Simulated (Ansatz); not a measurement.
```
BaTiO3
1.0
    3.93455     0.00000     0.00000
    0.00000     3.93455     0.00000
    0.00000     0.00000     3.93455
Ba Ti O
1 1 3
Direct
  0.00000   0.00000   0.00000
  0.50000   0.50000   0.50000
  0.00000   0.50000   0.50000
  0.50000   0.50000   0.00000
  0.50000   0.00000   0.50000
```

The cell was generated from a structure type, relaxed within its symmetry, and need not be the phase found at ambient conditions.

Task: Is this relaxed cell dynamically stable according to harmonic phonons (finite displacements on a 3×3×3 mesh, Ansatz, a quantum-chemistry and plane-wave program, LDA functional, plane-wave PAW, k mesh 6×6×6)? If not, where is the strongest instability?

Result: No. The softest mode is 160i cm⁻¹ at q = (0.000, 0.000, 0.000) in fractions of the reciprocal vectors of this cell, and 19 of the 27 wave vectors of the mesh carry a mode beyond 15i cm⁻¹.

The PAW data sets were generated under PBE and serve the other functionals too.
